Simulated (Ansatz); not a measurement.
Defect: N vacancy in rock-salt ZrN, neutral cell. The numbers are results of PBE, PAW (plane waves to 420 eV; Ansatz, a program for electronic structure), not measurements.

64-site cell at the relaxed PBE lattice, a 3×3×3 k-point mesh shifted by half a step, smearing 0.10 eV, spin-restricted, no finite-size correction. No zero-point or tunnelling terms. Forms of the defect that were not tried may lie lower.

Barriers: single points on a 4×4×4 k-point mesh shifted by half a step at the bands' geometries.

Relaxed starting cell (atoms counted from 1):

```xyz
63
Lattice="9.1894 0.0000 0.0000 0.0000 9.1894 0.0000 0.0000 0.0000 9.1894" Properties=species:S:1:pos:R:3 pbc="T T T"
Zr    -0.0417     0.0002     0.0051
Zr    -0.0033     0.0002     4.5998
Zr    -0.0033     4.5948     0.0051
Zr    -0.0077     4.5949     4.5998
Zr     4.6319     0.0001     0.0051
Zr     4.5934     0.0002     4.5999
Zr     4.5934     4.5949     0.0051
Zr     4.5978     4.5949     4.5999
N      2.2951     0.0002     4.5999
N      2.2951     4.5948     0.0051
N      2.2951     4.5949     4.5998
N      6.8898     0.0001     0.0052
N      6.8897     0.0002     4.5998
N      6.8898     4.5949     0.0051
N      6.8898     4.5949     4.5999
Zr     0.0198     2.2754     2.2804
Zr     0.0198     2.2754     6.9192
Zr     0.0198     6.9143     2.2804
Zr     0.0198     6.9143     6.9192
Zr     4.5704     2.2755     2.2804
Zr     4.5704     2.2755     6.9192
Zr     4.5703     6.9142     2.2804
Zr     4.5704     6.9143     6.9192
N      2.2951     2.3097     2.3146
N      2.2951     2.3097     6.8850
N      2.2951     6.8801     2.3146
N      2.2951     6.8801     6.8850
N      6.8898     2.2979     2.3029
N      6.8898     2.2979     6.8968
N      6.8898     6.8918     2.3029
N      6.8898     6.8918     6.8968
Zr     2.2951     0.0002     2.3420
Zr     2.2950     0.0001     6.8577
Zr     2.2951     4.5949     2.3035
Zr     2.2950     4.5949     6.8962
Zr     6.8898     0.0002     2.3036
Zr     6.8898     0.0001     6.8961
Zr     6.8898     4.5948     2.3080
Zr     6.8898     4.5949     6.8917
N     -0.0144     0.0002     2.3146
N     -0.0145     0.0002     6.8850
N     -0.0027     4.5949     2.3028
N     -0.0026     4.5949     6.8968
N      4.6046     0.0002     2.3146
N      4.6045     0.0002     6.8852
N      4.5928     4.5948     2.3029
N      4.5928     4.5949     6.8968
Zr     2.2950     2.3370     0.0051
Zr     2.2951     2.2985     4.5999
Zr     2.2950     6.8527     0.0051
Zr     2.2951     6.8912     4.5998
Zr     6.8898     2.2986     0.0051
Zr     6.8897     2.3030     4.5999
Zr     6.8898     6.8911     0.0052
Zr     6.8898     6.8867     4.5998
N     -0.0144     2.3097     0.0051
N     -0.0027     2.2979     4.5998
N     -0.0144     6.8801     0.0051
N     -0.0026     6.8918     4.5998
N      4.6046     2.3096     0.0051
N      4.5928     2.2979     4.5998
N      4.6046     6.8801     0.0052
N      4.5928     6.8919     4.5998
```

End state 1 differs by these moves (Å; atoms that move under 0.08 Å are left out):

```json
[
 {"atom": "27", "element": "N", "Δx": "0.00", "Δy": "2.32", "Δz": "2.32"}
]
```

### Question
What is the computed forward and backward barriers to end state 1 (PBE, PAW)?

### Answer
forward 3.30 eV, backward 3.30 eV; at the saddle point atom 27 has neighbours 2 N at 2.54; 2 Zr at 1.97, Zr at 2.11, Zr at 2.42 Å. The saddle point's order was not checked, and it lies on a symmetry element of the cell, where a band can be held.
